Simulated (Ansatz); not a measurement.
Fluorite HfO2 (high-temperature phase), treated with PBE (Ansatz, an electronic-structure program, PAW).

Settings: plane-wave cutoff 520 eV, 12×12×12 k mesh, Fermi–Dirac smearing 0.01 eV, scalar-relativistic PAW data made under PBE.

Properties against volume:

```json
[
 {"V (Å³/atom)": "10.374", "P (GPa)": "17.38", "direct gap at Γ (eV)": "4.620", "smallest gap on the k mesh (eV)": "3.898"},
 {"V (Å³/atom)": "10.594", "P (GPa)": "10.97", "direct gap at Γ (eV)": "4.567", "smallest gap on the k mesh (eV)": "3.847"},
 {"V (Å³/atom)": "10.815", "P (GPa)": "5.20", "direct gap at Γ (eV)": "4.513", "smallest gap on the k mesh (eV)": "3.798"},
 {"V (Å³/atom)": "11.036", "P (GPa)": "0.01", "direct gap at Γ (eV)": "4.458", "smallest gap on the k mesh (eV)": "3.748"},
 {"V (Å³/atom)": "11.256", "P (GPa)": "-4.67", "direct gap at Γ (eV)": "4.403", "smallest gap on the k mesh (eV)": "3.699"},
 {"V (Å³/atom)": "11.477", "P (GPa)": "-8.89", "direct gap at Γ (eV)": "4.348", "smallest gap on the k mesh (eV)": "3.650"},
 {"V (Å³/atom)": "11.698", "P (GPa)": "-12.68", "direct gap at Γ (eV)": "4.292", "smallest gap on the k mesh (eV)": "3.601"}
]
```

The fundamental gap (3.75 eV at the equilibrium volume, with added k points) lies elsewhere than Γ–Γ.

Note: symmetry holds this phase in the static calculation, where it need not be a minimum; held by symmetry at 0 K, a high-temperature phase can be a saddle point.

Spin–orbit coupling is not included.
